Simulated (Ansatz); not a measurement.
An input for Ansatz (LDA) and the part of its output that reports the quasi-harmonic study. Lengths are of the primitive cell. Dynamical quadrupoles are not included in the interpolation of the phonons between the solved wave vectors. The pressure is 15 GPa. The structure is held there; whether it is the stable one at that pressure was not tested.

Ansatz 0.2 input:
```yaml
crystal:
  lattice:
    - [0.0, 2.1903007928, 2.1903007928]
    - [2.1903007928, 0.0, 2.1903007928]
    - [2.1903007928, 2.1903007928, 0.0]
  atoms:
    - { symbol: P, position: [0.25, 0.25, 0.25] }
    - { symbol: B, position: [0.0, 0.0, 0.0] }
kpoints:
  mp_grid: { grid: [12, 12, 12] }
hamiltonian:
  xc: lda
  pseudopotentials: { kind: paw }
scf:
  occupations: { method: fixed }
phonons:
  method: dfpt
  qmesh: [6, 6, 6]
  temperatures: { t_max: 1000, t_step: 25 }
  thermal_expansion: { pressure: 15 }
checkpoint:
  write: run
```

```
--- Thermal expansion: 10 cells in 3 rounds, 15 GPa ---
  no lower state was reached at cell 4
  without vibrations: a 3.09750, b 3.09750, c 3.09750 Å, V 21.0144 Å³, B 229.77 GPa
  at 0 K: a 3.10495, b 3.10495, c 3.10495 Å, V 21.1666 Å³, B 226.34 GPa
  zero-point expansion: a +0.241, b +0.241, c +0.241, V +0.724 %
      T/K        a/Å        b/Å        c/Å       V/Å³ | expansion of a, b, c, V (1e-6/K)   | that of V in the mean from 25 °C | C_P, C_V (J/mol K of the cell) | B_T, B_S (GPa)
     0.00    3.10495    3.10495    3.10495    21.1666 |    0.00    0.00    0.00    0.00 |    1.80 |     0.000     0.000 |   226.34   226.34
   100.00    3.10496    3.10496    3.10496    21.1668 |    0.13    0.13    0.13    0.39 |    2.66 |     5.512     5.512 |   226.30   226.31
   200.00    3.10510    3.10510    3.10510    21.1696 |    0.85    0.85    0.85    2.54 |    4.03 |    17.422    17.418 |   226.01   226.06
   298.15    3.10551    3.10551    3.10551    21.1779 |    1.83    1.83    1.83    5.49 |       - |    27.163    27.137 |   225.38   225.59
   375.00    3.10603    3.10603    3.10603    21.1885 |    2.47    2.47    2.47    7.42 |    6.50 |    32.771    32.712 |   224.72   225.12
   475.00    3.10690    3.10690    3.10690    21.2063 |    3.09    3.09    3.09    9.26 |    7.58 |    37.808    37.692 |   223.74   224.43
   575.00    3.10792    3.10792    3.10792    21.2274 |    3.50    3.50    3.50   10.51 |    8.43 |    41.111    40.931 |   222.69   223.68
   675.00    3.10906    3.10906    3.10906    21.2507 |    3.79    3.79    3.79   11.38 |    9.11 |    43.341    43.093 |   221.61   222.88
   775.00    3.11027    3.11027    3.11027    21.2756 |    4.00    4.00    4.00   12.01 |    9.67 |    44.902    44.587 |   220.50   222.06
   875.00    3.11155    3.11155    3.11155    21.3017 |    4.16    4.16    4.16   12.49 |   10.13 |    46.038    45.654 |   219.38   221.22
   975.00    3.11286    3.11286    3.11286    21.3287 |    4.29    4.29    4.29   12.86 |   10.52 |    46.892    46.440 |   218.25   220.37
  1000.00    3.11320    3.11320    3.11320    21.3356 |    4.31    4.31    4.31   12.94 |   10.61 |    47.073    46.604 |   217.96   220.16
  the static fit leaves 0.000 meV an atom of the energies and, of the stresses, 0.000 GPa of each cell's largest along a strain (root mean squares over the cells), whose Pulay part it has at -0.022 GPa
  vibrations' free energy: its fit passes through its cells
  the electrons' free energy at temperature is in it; its fit leaves 0.0000 meV an atom at the most
  free energies summed between the sampled wave vectors
  estimated error of the fitted expansion in any direction: up to 0.021e-6/K, at 1000 K, with few degrees of freedom (an estimate, not a bound: it was exceeded on models of known expansion)
  by sums over the sampled wave vectors an expansion of the volume parts by up to 0.07e-6/K
  by a static energy of one degree less an expansion of the volume parts by up to 0.00e-6/K
  band gaps on the cells' k-points are 1.009 to 1.090 eV
```

Warnings of the run: phonon_interpolation_lacks_quadrupole_term, thermal_expansion_settings.

Cost: very roughly 70 core-minutes.

No phase change or melting is allowed for: the numbers belong to this structure as given.

The PAW data sets were generated under PBE and serve the other functionals too.

Ansatz is a program for electronic structure.
